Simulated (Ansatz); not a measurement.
N on the Se site + 1 H (zinc-blende ZnSe host)

The numbers are results of PBE, PAW (plane waves to 420 eV; Ansatz, a first-principles code), not measurements. Details: 64-site cell; 2×2×2 shifted k-points; start: the Se site; H antibonding at the dopant; finite-size errors of tenths of an eV.

Neighbours after relaxation, in Å: of the N atom: H 1.03, Zn 2.01, Zn 2.01, Zn 2.01, Se 3.47, Se 3.47, Se 3.47; of the H atom: N 1.03, Zn 2.27, Zn 2.27, Zn 2.27, Se 2.80, Se 2.80, Se 2.80.

The name describes the start; the neighbours show where the atoms ended.

```json
[
 {"charge": "0", "moment (μB)": "not spin-polarised", "largest move off a lattice site (Å)": "0.76"}
]
```

No other site or start that was run ended lower by more than 0.1 eV.
